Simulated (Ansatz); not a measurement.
Results of LDA (Ansatz, a first-principles code, PAW) for SiC2 (model structure, P4₂/mmc, No. 131, 6 atoms in the cell).

Settings: plane-wave cutoff 520 eV, 18×18×10 k mesh (along the axes of the cell as run), Fermi–Dirac smearing 0.05 eV, scalar-relativistic PAW data made under PBE.

Cell (relaxed at this level):

Space group P4₂/mmc (No. 131); a = 3.1305 Å, b = 3.1305 Å, c = 6.8358 Å, α = 90.00°, β = 90.00°, γ = 90.00°

```csv
atom,site,symmetry,x,y,z
Si,2e,-4m2,0.0000,0.0000,0.2500
C,4i,2mm.,0.0000,0.5000,0.0991
```

### Question
What does this level give for the bulk modulus B0?

### Answer

- bulk modulus B0 = 170 GPa

The run finds no gap.

Note: the bulk modulus is −V dP/dV from two relaxed cells at ±2 % in volume; the relaxation could raise the start's symmetry but not lower it, so the cell can be a saddle point.

The computed numbers hold no vibrational or temperature effects.

It cost about 4 core-minutes (a rough figure) of CPU time.

A model structure was made by putting elements into a prototype or built by hand; it is no filed structure, need not be a known phase, and can be a saddle point held by its symmetry.
